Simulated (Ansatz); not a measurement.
SiC, pressure series

The reference is SiC in the zinc blende structure (space group F-43m, No. 216).

```yaml
crystal:
  lattice:
    - [0.00000, 2.18986, 2.18986]
    - [2.18986, 0.00000, 2.18986]
    - [2.18986, 2.18986, 0.00000]
  atoms:
    - { symbol: C, position: [0.75000, 0.75000, 0.75000] }
    - { symbol: Si, position: [0.00000, 0.00000, 0.00000] }
```

Cell and atoms are relaxed at each pressure.

All numbers come from Ansatz (a first-principles code) PBE, spin-orbit coupling left out, earlier PAW set.

Notes on the quantities. enthalpy: H = E + PV relative to the base's energy; hole mass: degenerate bands, along [100].

```json
[
 {"variant": "base", "width of the top valence band": "4.63 eV", "enthalpy": "–", "hole mass": "0.36, 0.59, 0.59 mₑ (at Γ)", "density": "3.17 g/cm³", "shortest interatomic distance": "1.896 Å"},
 {"variant": "pressure −2 GPa", "width of the top valence band": "4.60 eV", "enthalpy": "-0.13 eV/atom", "hole mass": "0.36, 0.59, 0.59 mₑ (at Γ)", "density": "3.14 g/cm³", "shortest interatomic distance": "1.902 Å"},
 {"variant": "pressure −1 GPa", "width of the top valence band": "4.61 eV", "enthalpy": "-0.07 eV/atom", "hole mass": "0.36, 0.59, 0.59 mₑ (at Γ)", "density": "3.16 g/cm³", "shortest interatomic distance": "1.899 Å"},
 {"variant": "pressure 0.3 GPa", "width of the top valence band": "4.64 eV", "enthalpy": "+0.02 eV/atom", "hole mass": "0.36, 0.59, 0.59 mₑ (at Γ)", "density": "3.17 g/cm³", "shortest interatomic distance": "1.896 Å"},
 {"variant": "pressure 0.7 GPa", "width of the top valence band": "4.64 eV", "enthalpy": "+0.05 eV/atom", "hole mass": "0.36, 0.59, 0.59 mₑ (at Γ)", "density": "3.18 g/cm³", "shortest interatomic distance": "1.894 Å"},
 {"variant": "pressure 1.5 GPa", "width of the top valence band": "4.66 eV", "enthalpy": "+0.10 eV/atom", "hole mass": "0.36, 0.59, 0.59 mₑ (at Γ)", "density": "3.19 g/cm³", "shortest interatomic distance": "1.892 Å"},
 {"variant": "pressure 3 GPa", "width of the top valence band": "4.68 eV", "enthalpy": "+0.20 eV/atom", "hole mass": "0.37, 0.59, 0.59 mₑ (at Γ)", "density": "3.21 g/cm³", "shortest interatomic distance": "1.888 Å"},
 {"variant": "pressure 5 GPa", "width of the top valence band": "4.72 eV", "enthalpy": "+0.32 eV/atom", "hole mass": "0.37, 0.59, 0.59 mₑ (at Γ)", "density": "3.24 g/cm³", "shortest interatomic distance": "1.882 Å"},
 {"variant": "pressure 7.5 GPa", "width of the top valence band": "___", "enthalpy": "+0.48 eV/atom", "hole mass": "___", "density": "___", "shortest interatomic distance": "___"}
]
```

### Question
Complete the table.

### Answer

- pressure 7.5 GPa, width of the top valence band: 4.76 eV
- pressure 7.5 GPa, hole mass: 0.38, 0.60, 0.60 mₑ (at Γ)
- pressure 7.5 GPa, density: 3.28 g/cm³
- pressure 7.5 GPa, shortest interatomic distance: 1.876 Å

The levels and masses belong to the bands next to the band gap. Load acts through the strain it causes; cell and atoms are relaxed under it. Effective masses come from finite differences of ±0.01 Å⁻¹. Stability against distortions was not tested. No other phases were tried under pressure.
